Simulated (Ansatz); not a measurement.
Consider AgI in the rock salt structure (space group Fm-3m, No. 225; a = 5.985 Å; a cell from a computed database, its experimental status unchecked).

All numbers come from PBEsol/PAW in Ansatz (an electronic-structure program), without spin-orbit coupling.

For the base:

* **Valley order**: X along ⟨100⟩ 0.38 eV; Γ 0.94 eV

It is then changed as follows: hole doping at 7.0×10^20 cm⁻³ (0.0375 per cell), with a uniform compensating background at fixed cell and a 300 K Fermi–Dirac width.

Question: Predict the new Fermi level from band edge and valley order.

Answer: The Fermi level relative to the doped band's edge (positive inside the band; to 0.05 eV) amounts to +0.05 eV; the valley order (the lowest conduction-band minima on the path, energy above the VBM, named in the base's zone) changes from X along ⟨100⟩ 0.38 eV; Γ 0.94 eV to X along ⟨100⟩ 0.40 eV; Γ 0.96 eV.

Charged cell with a jellium background: band edges are those of the host's band count, energies are not comparable with the neutral cell, and many-body gap narrowing is missing. Spin-orbit coupling, missing from the scalar runs, can matter with I. The levels and masses belong to the bands next to the band gap. Whether these cells are dynamically stable was not tested. This is not the structure that AgI has at room temperature and ambient pressure.
